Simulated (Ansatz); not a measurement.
# PbO (space group Pbcm, No. 57)

```xyz
8
Lattice="5.9300 0.0000 0.0000 0.0000 5.5070 0.0000 0.0000 0.0000 4.7068" Properties=species:S:1:pos:R:3 pbc="T T T"
Pb     4.3277     2.8134     3.5301
Pb     1.6023     2.6936     1.1767
Pb     4.3277     5.4470     1.1767
Pb     1.6023     0.0599     3.5301
O      3.7537     4.9957     3.5301
O      2.1763     0.5113     1.1767
O      3.7537     3.2648     1.1767
O      2.1763     2.2422     3.5301
```

The values are results of r2SCAN+rVV10 in Ansatz (plane waves to 500 eV, PAW, without spin-orbit coupling), not measurements. k-mesh 6×6×7 (Γ-centred); smearing 0.05 eV (Fermi–Dirac).

The volume per atom is 19.21 Å³. The density comes out as 9.65 g/cm³, the band gap comes out as 2.51 eV (uncertain: the edges found on the path are not clean extrema) and the total energy comes out as -6242.882 eV/atom (σ→0; compares only within this code and set-up).

Spin-orbit coupling, missing from the scalar runs, can matter with Pb. No phonon test of stability was made. The base started in Pca2_1 and relaxed to Pbcm at this level.

Ansatz is a program for electronic structure.
